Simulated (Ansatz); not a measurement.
BP (model structure, started from the GeS type, Pnma, No. 62, 8 atoms in the cell) was calculated with r²SCAN (PAW; Ansatz, a program for electronic structure).

From the output:

```
Relaxation: its limit of steps is 80 (relax.max_steps)
Crystal: 8 atoms, lattice volume = 106.496 Å³
Basis set: ecut = 560 eV, 3177 PW (Γ), exchange–correlation on 150×75×135 points (27 copies of the dense FFT grid, shifted against one another)
Bands: 24, of which v1, the nominal top of the filled ones, is band 16 counted from 1 (15 counted from 0)
Symmetry: 8 space group operations
Space group: Pnma (ITA 62), of the structure as read, at distance tolerance 4.7e-5 Å
k-points: 450 of 2304
Functional: x = r2scan, c = r2scan; τ floored in thin density (d = 2e-4 eV/Å³)
SCF iter   1: F=—  HF=-3664.209622 eV  |F-HF|=—  |Δ(HF+E_count)|=         —  Δρ=4.97e-3  dr2=2.12e-2  dr2_τ=5.42e-1
SCF iter   2: F=—  HF=-3664.349561 eV  |F-HF|=—  |Δ(HF+E_count)|=   1.40e-1  Δρ=3.10e-3  dr2=5.30e-3  dr2_τ=2.20e-4
  ...
SCF 1 converged in 6 iterations: F = -3664.351495 eV  dr2 = 5.35e-8
Crystal: 8 atoms, lattice volume = 106.496 Å³
Basis set: ecut = 560 eV, 3183 PW (Γ), exchange–correlation on 150×75×135 points (27 copies of the dense FFT grid, shifted against one another)
Initial density: handed on by an earlier stage of this run
  ...
Crystal: 8 atoms, lattice volume = 106.496 Å³
SCF 3 converged in 4 iterations: F = -3664.352235 eV  dr2 = 2.04e-8
Crystal: 8 atoms, lattice volume = 106.496 Å³
SCF 4 converged in 4 iterations: F = -3664.352239 eV  dr2 = 9.22e-10
Crystal: 8 atoms, lattice volume = 106.496 Å³
Basis set: ecut = 560 eV, 3183 PW (Γ), exchange–correlation on 144×75×135 points (27 copies of the dense FFT grid, shifted against one another)
SCF iter   4: F=—  HF=-3664.352240 eV  |F-HF|=—  |Δ(HF+E_count)|=   1.93e-9  Δρ=1.12e-7  dr2=1.52e-11  dr2_τ=4.08e-12
SCF iter   5: F=-3664.352240 eV  HF=-3664.352240 eV  |F-HF|=1.36e-12  |Δ(HF+E_count)|=  3.18e-12  Δρ=4.86e-8  dr2=2.28e-12  dr2_τ=3.32e-13
SCF 5 converged in 5 iterations: F = -3664.352240 eV  dr2 = 2.28e-12
SCF converged after 5 iterations
Free energy (F): -3664.352240 eV
Internal energy: -3664.352238 eV  (E = F + TS)
E sigma→0 (E₀):  -3664.352239 eV
Fermi energy:    8.330360 eV
--- Stress (GPa, compression-positive) ---
        2.764712      -0.000000      -0.000000
       -0.000000       2.767887       0.000000
       -0.000000       0.000000       2.762004
  P = ⅓ Tr σ = 2.7649 GPa (27.649 kbar)
```

Question: Write an input file that could have produced this run (the log leaves some choices open).

Answer: One answer among several that fit: 
Ansatz 0.2 input:
```yaml
crystal:
  lattice:
    - [6.2223650386, 0.0, 0.0]
    - [0.0, 3.2054810742, 0.0]
    - [0.0, 0.0, 5.3392855637]
  atoms:
    - { symbol: B, position: [0.1622172427, 0.25, 0.399605729] }
    - { symbol: B, position: [0.3377827573, 0.75, 0.899605729] }
    - { symbol: B, position: [0.8377827573, 0.75, 0.600394271] }
    - { symbol: B, position: [0.6622172427, 0.25, 0.100394271] }
    - { symbol: P, position: [0.8386847877, 0.25, 0.3923208431] }
    - { symbol: P, position: [0.6613152123, 0.75, -0.1076791569] }
    - { symbol: P, position: [0.1613152123, 0.75, 0.6076791569] }
    - { symbol: P, position: [0.3386847877, 0.25, 1.1076791569] }
basis:
  ecutwfc: 560
  ecutrho_ratio: 4
  xc_grid: 3
kpoints:
  mp_grid: { grid: [8, 18, 16] }
hamiltonian:
  xc: r2scan
  dispersion: none
  pseudopotentials: { kind: paw }
scf:
  occupations: { method: fermi_dirac, width: 0.05 }
output:
  forces: true
  stress: true
  eigenvalues: true
relax:
  f_tol: 0.004
  escape_saddle: false
  max_steps: 80
  cell: { stress_tol: 0.02, fix: [volume] }
```

The cell is one volume of an energy–volume scan, off the minimum.

The PAW data were made under PBE.

Note: the relaxation could raise the start's symmetry but not lower it, so the cell can be a saddle point.

Computing time: about 7 core-minutes (a rough figure).

A model structure was made by putting elements into a prototype or built by hand; it is no filed structure, need not be a known phase, and can be a saddle point held by its symmetry.
